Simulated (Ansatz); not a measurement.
The starting structures come from a database of crystals and need not be the phases stable at ambient conditions.

Inside the gap of an insulator the Bloch states are evanescent, with a wavenumber k + iκ along the transport direction.

Here is the system:

```xyz
20
Lattice="5.7129 0.0000 0.0000 0.0000 6.3727 0.0000 0.0000 0.0000 8.0074" Properties=species:S:1:pos:R:3 pbc="T T T"
Na     2.8564     0.0000     0.0000
Na     0.0000     3.1863     0.0000
Na     0.0000     3.1863     4.0037
Na     2.8564     0.0000     4.0037
I      5.6483     6.3154     2.0019
I      0.0646     0.0572     6.0056
I      2.7919     3.2436     6.0056
I      2.9210     3.1291     2.0019
O      4.9337     5.3223     3.3489
O      0.7792     1.0503     4.6585
O      2.0772     4.2367     4.6585
O      3.6356     2.1360     3.3489
O      3.6356     2.1360     0.6548
O      2.0772     4.2367     7.3527
O      0.7792     1.0503     7.3527
O      4.9337     5.3223     0.6548
O      1.6564     5.7711     2.0019
O      4.0564     0.6015     6.0056
O      4.5129     3.7878     6.0056
O      1.2000     2.5848     2.0019
```

Space group of this cell: Pnma. The cell is taken as given; by r2SCAN its mean pressure is 0.7 GPa.

Transport runs along the normal of the first two printed cell vectors.

The gap is the functional's own, uncorrected, and κ follows it; spin-orbit coupling is left out. Mid-gap values are interpolated between the computed energies.

Task: Estimate the band gap and the smallest decay constant κ at mid-gap that r2SCAN in Ansatz (a program for electronic structure) returns for this system.

Result: Gap 4.18 eV on a 6×6×4 mesh; κ = 0.408 1/Å, at (0.500, 0.000) of the in-plane reciprocal vectors. At the zone centre, at the nearest computed energy, the slowest state has κ = 0.47 1/Å.
